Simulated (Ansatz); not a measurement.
Base system: LiNbO3 (space group R3c, No. 161).

```
LiNbO3
1.0
    2.56874     1.48306     4.62825
   -2.56874     1.48306     4.62825
    0.00000    -2.96613     4.62825
Li Nb O
2 2 6
Direct
  0.70218   0.70218   0.70218
  0.20218   0.20218   0.20218
  0.98418   0.98418   0.98418
  0.48418   0.48418   0.48418
  0.62231   0.87636   0.26469
  0.87636   0.26469   0.62231
  0.26469   0.62231   0.87636
  0.76469   0.37636   0.12231
  0.37636   0.12231   0.76469
  0.12231   0.76469   0.37636
```

Cartesian axes are those of the cell as printed.

Computed with Ansatz (an electronic-structure program) r2SCAN, spin-orbit coupling left out.

Before the change:

- Shortest interatomic distance = 1.879 Å

Now apply this change: uniaxial stress, 0.5 GPa tension along x; all other stress components relax to zero.

How does this affect the strain response?

The strain response (xx, yy, zz) is (+0.29, −0.07, −0.06) %.

How does this affect the energy relative to the base?

The energy stays essentially unchanged.

Predict the new shortest interatomic distance.

The shortest interatomic distance is nearly the same (1.879 Å against 1.877 Å).

Stability under load was not tested beyond the relaxation.
